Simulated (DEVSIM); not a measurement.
Device: abrupt Si p-n junction, at 300 K.

Layer 1 from the left is Si, thickness (μm) 2.90, Na (cm⁻³) 1.5e19, τn (s) 1.2e-5, τp (s) 1.2e-5. Layer 2 from the left is Si, thickness (μm) 2.00, Nd (cm⁻³) 1.2e16, τn (s) 1.2e-5, τp (s) 1.2e-5.

Left contact: ohmic. Right contact: ohmic. Voltage is applied to the left contact. Recombination: SRH at mid-gap. Mobility is μmin + (μ − μmin)/(1 + (N/Nref)^α).

This is a model device: material constants are rounded textbook-type values typed into the input, and sizes, dopings and lifetimes were drawn at random. Values at 300 K.

Si: gap (eV) 1.124, affinity (eV) 4.05, permittivity 11.7, Nc (cm⁻³) 2.86e19, Nv (cm⁻³) 3.1e19, μn (cm²/Vs) 1417, μp (cm²/Vs) 470, μn,min 52, μp,min 45, Nref,n 9.7e16, Nref,p 2.2e17, αn 0.68, αp 0.72.

Estimate by hand the built-in potential, the peak field at zero bias, the capacitance at -2 V, and compare with a numerical solution.


- Built-in potential: ni = √(Nc Nv) exp(−Eg/2kT) = 1.08e10 cm⁻³ with Eg = 1.124 eV; Vbi = kT/q ln(Na Nd/ni²) = 0.904 V; numerical 0.904 V.
- Peak field at zero bias: depletion approximation: W = √(2εVbi/(qN)) = 0.312 μm with N = 1.20e16 cm⁻³; field = 2Vbi/W = 57900 V/cm; numerical 222000 V/cm (estimate below by 74 %).
- Capacitance at -2 V: C = √(qεN / 2(Vbi + |V|)) = 18.5 nF/cm²; numerical 18.9 nF/cm² (estimate below by 1.9 %).

DEVSIM, 1D drift-diffusion, Boltzmann statistics, complete ionisation; no tunnelling, impact ionisation, image-force lowering or self-heating.
